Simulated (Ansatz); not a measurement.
Take ZnSe in the zinc blende structure (space group F-43m, No. 216; a = 5.665 Å) as the base. Axes: x, y, z lie along the cube axes.

The change: a pure shear with ε_yz = ε_zy = -0.0023, atoms relaxed at fixed cell.

Levels (all Ansatz, an electronic-structure program, PAW): r2SCAN (500 eV, spin-orbit coupling left out); HSE06+SOC (420 eV, noncollinear with spin-orbit coupling).

The geometry is relaxed with r2SCAN.

* **r2SCAN valence-band top at Γ**: 0.00, -0.01, -0.03 eV
* **r2SCAN band gap**: 1.85 eV

Question: How does going to HSE06+SOC change the valence-band top at Γ and band gap?

Answer: The valence-band top at Γ (three highest Kramers pairs, from the VBM) changes from 0.00, -0.01, -0.03 eV to 0.00, -0.02, -0.44 eV; the band gap increases by 0.42 eV, from 1.85 eV to 2.27 eV.

Single points use the geometry relaxed with r2SCAN. The spin-orbit shifts are approximate. The cells carry an imposed strain or load. No phonon test of stability was made.
